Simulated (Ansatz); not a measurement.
Consider CuI in the zinc blende structure (space group F-43m, No. 216).

```yaml
crystal:
  lattice:
    - [0.00000, 2.96965, 2.96965]
    - [2.96965, 0.00000, 2.96965]
    - [2.96965, 2.96965, 0.00000]
  atoms:
    - { symbol: I, position: [0.75000, 0.75000, 0.75000] }
    - { symbol: Cu, position: [0.00000, 0.00000, 0.00000] }
```

The values are results of Ansatz (a program for electronic structure), PBEsol, PAW, cutoff 420 eV, no spin-orbit coupling, not measurements.

One change was made to it. Results:

```json
[
 {"quantity": "width of the top valence band", "base": "1.74 eV", "after": "3.21 eV"},
 {"quantity": "density", "base": "6.04 g/cm³", "after": "8.06 g/cm³"},
 {"quantity": "hole mass (degenerate bands, along [100])", "base": "0.20, 0.64, 0.64 mₑ (at Γ)", "after": "0.21, 0.35, 0.35 mₑ (at Γ)"},
 {"quantity": "shortest interatomic distance", "base": "2.572 Å", "after": "2.336 Å"},
 {"quantity": "gap character", "base": "direct at Γ", "after": "indirect, Γ → X"}
]
```

**Question.** Name the change that was made.
A. pressure 4.5 GPa
B. pressure 2.1 GPa
C. pressure 30 GPa

**Answer.** C, pressure 30 GPa. For comparison, the gap character in the other runs: pressure 2.1 GPa gives direct at Γ; pressure 4.5 GPa gives direct at Γ.

With I present, leaving out spin-orbit coupling can change the band edges. Load acts through the strain it causes; cell and atoms are relaxed under it. Effective masses come from finite differences of ±0.01 Å⁻¹. Stability against distortions was not tested. Tetrahedral semiconductors of this kind turn to denser phases somewhere between about 1 and 50 GPa; those were not computed, so compressed cells here can lie past the real transition. All final runs are without spin polarisation.
